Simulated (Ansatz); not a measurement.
The reference is ZrO2 (space group P2_1/c, No. 14).

```yaml
crystal:
  lattice:
    - [5.18987, 0.00000, 0.00000]
    - [0.00000, 5.24188, 0.00000]
    - [-0.90466, 0.00000, 5.30184]
  atoms:
    - { symbol: Zr, position: [0.27576, 0.04379, 0.21002] }
    - { symbol: Zr, position: [0.72424, 0.54379, 0.28998] }
    - { symbol: Zr, position: [0.72424, 0.95621, 0.78998] }
    - { symbol: Zr, position: [0.27576, 0.45621, 0.71002] }
    - { symbol: O, position: [0.06497, 0.32630, 0.35005] }
    - { symbol: O, position: [0.93503, 0.82630, 0.14995] }
    - { symbol: O, position: [0.93503, 0.67370, 0.64995] }
    - { symbol: O, position: [0.06497, 0.17370, 0.85005] }
    - { symbol: O, position: [0.45100, 0.75674, 0.47552] }
    - { symbol: O, position: [0.54900, 0.25674, 0.02448] }
    - { symbol: O, position: [0.54900, 0.24326, 0.52448] }
    - { symbol: O, position: [0.45100, 0.74326, 0.97552] }
```

All numbers come from plane-wave PAW DFT at the PBE level (Ansatz, a quantum-chemistry and plane-wave program, 420 eV), scalar-relativistic without spin-orbit coupling.

For the base:

| Item | Value |
|---|---|
| Smallest direct gap | 3.71 eV |
| Band gap | 3.65 eV |

Now apply this change: every lattice vector is shortened by 2.29 %; the atoms relax in the strained cell.

**Question.** What happens to the energy relative to the base?

**Answer.** The energy grows by 35 meV/atom.

**Question.** How does this affect the smallest direct gap?

**Answer.** The smallest direct gap increases by 0.10 eV, from 3.71 eV to 3.81 eV.

**Question.** What does the calculation give for the largest internal atomic displacement after the change?

**Answer.** The largest internal atomic displacement comes out as 0.222 Å.

**Question.** What happens to the band gap?

**Answer.** The band gap rises by 0.12 eV, from 3.65 eV to 3.77 eV.

No phonon test of stability was made.
